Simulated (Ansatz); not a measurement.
Take Mg$_{2}$Ge in the anti-fluorite structure (space group Fm-3m, No. 225; a = 6.3644 Å) as the base. Axes: x, y, z lie along the cube axes.

Calculations: PBEsol (Ansatz, a program for electronic structure, PAW, spin-orbit coupling left out).

Strains are applied to the cell and any free atomic positions relax; under biaxial strain the out-of-plane vector relaxes too.

One change was made to it. Results:

The band gap becomes zero (base: 0.08 eV); the pressure (mean of the normal stresses, compression positive) goes from zero to 1.9 GPa; the energy rises by 7.6 meV/atom; the shortest interatomic distance drops by 0.0444 Å, from 2.756 Å to 2.711 Å.

### Question
Which change produced these results?
A) biaxial strain −2.08 %, plane normal [111], relaxed out of plane
B) biaxial strain +1.25 %, plane normal [111], relaxed out of plane
C) biaxial strain −1.25 %, plane normal [111], relaxed out of plane
D) biaxial strain +2.08 %, plane normal [111], relaxed out of plane

### Answer
A, biaxial strain −2.08 %, plane normal [111], relaxed out of plane. For comparison, the pressure in the other runs: biaxial strain +2.08 %, plane normal [111], relaxed out of plane gives -1.6 GPa; biaxial strain +1.25 %, plane normal [111], relaxed out of plane gives -1.0 GPa; biaxial strain −1.25 %, plane normal [111], relaxed out of plane gives 1.1 GPa.

No phonon test of stability was made. The final runs are not spin-polarised. Gaps under 0.05 eV, about the width of the smearing, are given as zero. A zero or small gap of Mg2Ge can be the functional's error rather than a property of the material.
